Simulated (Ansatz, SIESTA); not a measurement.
# One structure in several programs: LaSiNi (I4_1md, 6 atoms in the cell)

Self-consistent single point.

```yaml
crystal:
  lattice:
    - [-2.08966, 2.08966, 6.97619]
    - [2.08966, -2.08966, 6.97619]
    - [2.08966, 2.08966, -6.97619]
  atoms:
    - { symbol: La, position: [0.75183, 0.75183, 0.00000] }
    - { symbol: La, position: [0.50183, 0.00183, 0.50000] }
    - { symbol: Si, position: [0.33181, 0.33181, 0.00000] }
    - { symbol: Si, position: [0.08181, 0.58181, 0.50000] }
    - { symbol: Ni, position: [0.91264, 0.41264, 0.50000] }
    - { symbol: Ni, position: [0.16264, 0.16264, 0.00000] }
```

All programs got the same cell, k-point mesh and kind of occupations (in Ansatz's words: kpoints.mp_grid.grid = 7 7 7; scf.occupations.method = fermi_dirac; scf.occupations.width = 0.1 eV); potentials, basis and cutoffs are each program's usual ones.

| code | model | pressure (GPa) | largest force (eV/Å) | k-points | cutoff |
|---|---|---|---|---|---|
| SIESTA | GGA PBEsol, numerical atomic orbitals TZP, PseudoDojo PBEsol standard norm-conserving potentials (rewritten from UPF to PSML) | -3.38 | 0.056 | 172 | grid 400 Ry |
| Ansatz | PBEsol, PAW files made with PBE | -2.75 | 0.024 | 40 | 420 eV |

Size of the force on each atom (eV/Å): Sizes of forces hide their directions.

| code | La1 | La2 | Si3 | Si4 | Ni5 | Ni6 |
|---|---|---|---|---|---|---|
| SIESTA | 0.051 | 0.051 | 0.056 | 0.056 | 0.008 | 0.008 |
| Ansatz | 0.001 | 0.001 | 0.024 | 0.024 | 0.023 | 0.023 |

The spread over the programs that give each value: pressure within 0.63 GPa; largest force within 0.032 eV/Å.

The starting cell comes from a database of computed structures (which also holds hypothetical and non-ambient phases and stackings), without a prior relaxation at this level. Its lattice was rescaled by a random factor within 2.5 % of one. On Ansatz's run: Spin polarisation is off.

**Question.** Why do the programs differ, and what cannot be compared?

**Answer.** Differences of this kind can come from the potentials, where these differ, and from what each basis and cutoff leave unconverged. The zero of total energies and Fermi levels follows the potentials and each program's conventions, so they are not compared here. SIESTA uses small atom-centred bases, whose incompleteness enters pressures, forces and empty levels differently from a plane-wave cutoff. Ansatz's pressure is given at a fixed set of plane waves, as the other plane-wave codes print theirs. The programs reduce the same mesh by symmetry to different extents, which changes the work and not the result.

Left out of this page: Quantum ESPRESSO, ABINIT and FLEUR (stopped by limits of time or memory).

Ansatz is an electronic-structure program.

Keys are those of Ansatz 0.2.
